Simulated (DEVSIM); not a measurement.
System: abrupt Si n-p junction, at 300 K.

Layer 1 from the left is Si, thickness (μm) 17.0, Nd (cm⁻³) 3.7e17, τn (s) 3.5e-5, τp (s) 3.5e-5. Layer 2 from the left is Si, thickness (μm) 68.0, Na (cm⁻³) 8.3e14, τn (s) 3.5e-5, τp (s) 3.5e-5.

Left contact: ohmic. Right contact: ohmic. Voltage is applied to the left contact. Recombination: SRH at mid-gap, radiative. Mobility is constant in doping.

The device is made up for the run: typed textbook-type constants, with dimensions and the other settings drawn at random. Values at 300 K.

Si: gap (eV) 1.124, affinity (eV) 4.05, permittivity 11.7, Nc (cm⁻³) 2.86e19, Nv (cm⁻³) 3.1e19, μn (cm²/Vs) 1417, μp (cm²/Vs) 470, B (cm³/s) 4.7e-15.

**Question.** Estimate by hand the built-in potential, the peak field at zero bias, the capacitance at 3 V, and compare with a numerical solution.

**Answer.** 
- Built-in potential: ni = √(Nc Nv) exp(−Eg/2kT) = 1.08e10 cm⁻³ with Eg = 1.124 eV; Vbi = kT/q ln(Na Nd/ni²) = 0.739 V; numerical 0.739 V.
- Peak field at zero bias: depletion approximation: W = √(2εVbi/(qN)) = 1.07 μm with N = 8.28e14 cm⁻³; field = 2Vbi/W = 13800 V/cm; numerical 34700 V/cm (estimate below by 60 %).
- Capacitance at 3 V: C = √(qεN / 2(Vbi + |V|)) = 4.29 nF/cm²; numerical 4.33 nF/cm² (estimate below by 1.1 %).

Simulated with DEVSIM: 1D drift-diffusion, Boltzmann statistics, complete ionisation; no tunnelling, impact ionisation, image-force lowering or self-heating.
